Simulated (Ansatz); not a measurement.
Take ZrN in the rock salt structure (space group Fm-3m, No. 225; relaxed with 0.1 eV smearing) as the base.

```yaml
crystal:
  lattice:
    - [0.00000, 2.27655, 2.27655]
    - [2.27655, 0.00000, 2.27655]
    - [2.27655, 2.27655, 0.00000]
  atoms:
    - { symbol: N, position: [0.00000, 0.00000, 0.00000] }
    - { symbol: Zr, position: [0.50000, 0.50000, 0.50000] }
```

Cartesian axes are those of the cell as printed.

All numbers come from PBEsol, PAW, 420 eV (Ansatz, an electronic-structure program; scalar-relativistic without spin-orbit coupling), earlier PAW set.

Strains are applied to the cell and any free atomic positions relax.

One change was made to it. Results:

| quantity | base | after |
|---|---|---|
| shortest interatomic distance | 2.277 Å | 2.277 Å |
| energy relative to the base (free energy F) | 0 meV/atom | +34 meV/atom |

Q: Which of these changes matches the shifts?
A) strain tensor (xx, yy, zz, yz, xz, xy) = (+0.08, +1.04, −0.33, +1.07, +0.88, +0.17) %
B) isotropic strain +1.47 %
C) uniaxial strain ε_zz = +4.32 %

A: C, uniaxial strain ε_zz = +4.32 %. For comparison, the energy relative to the base in the other runs: isotropic strain +1.47 % gives +18 meV/atom; strain tensor (xx, yy, zz, yz, xz, xy) = (+0.08, +1.04, −0.33, +1.07, +0.88, +0.17) % gives +5.8 meV/atom.

Stability against distortions was not tested. The final runs are not spin-polarised. An odd electron count without spin: ZrN.
